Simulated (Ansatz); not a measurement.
## Cu: stress against strain

Cu (fcc, Fm-3m, 10.888 Å³/atom at rest, cube axes along x, y and z) under a strain ε along a cube axis (axis z), the other axes held. LDA in Ansatz, a plane-wave DFT program (PAW, default set), 420 eV, 32×32×32 Γ-centred mesh, Fermi-Dirac smearing 0.10 eV; ions are relaxed within the symmetry of each cell. Stress is positive for a compressed cell.

Here s stands for strain and y for stress zz.

| strain (%) | stress zz (GPa) |
|---|---|
| -3.00 | ? |
| -1.50 | 3.64 |
| -1.00 | 2.40 |
| -0.50 | 1.18 |
| 0.00 | 0.00 |
| 0.50 | -1.16 |
| 1.00 | -2.28 |
| 1.50 | -3.38 |

Question: Using a straight line, estimate the missing y at s = -3.00 from the other rows, showing the fit.

Answer: Means: s 0, y 0.057. About the means, the sum of products is -16.380 and the sum of squares of s is 7.0000; the slope is their ratio. Least squares gives y = 0.057 - 2.3400·s. Residuals (row less fit): 0.073, 0.003, -0.047, -0.057, -0.047, 0.003, 0.073; standard error 0.061 (degrees of freedom: 5). The slope gives the elastic constant C11 = 234 ± 2 GPa. At the withheld row, y = 0.057 - 2.3400 × (-3.0) = 7.077 GPa. The calculation gives 7.56 GPa, 0.483 GPa above the prediction (4.4 % of the range of y in the table). The row lies outside the fitted rows, so this is an extrapolation. From the scatter of the fitted rows alone, a prediction at this place has a standard error of 0.094 GPa, so the miss is 5.1 times that.

One order more, fitted to all 13 runs of the series, follows each within 0.01, so the miss is the next term of a smooth law. In a metal these values are sensitive to mesh and smearing; energies are taken to zero smearing, stresses follow the free energy. Rows are the converged runs of the series near zero and its far end; series whose fitted rows scatter by over a few per cent of the range, as at a crossing or softening among them, aren't shown in this form. Most that stay on the fit to the last digits aren't either.
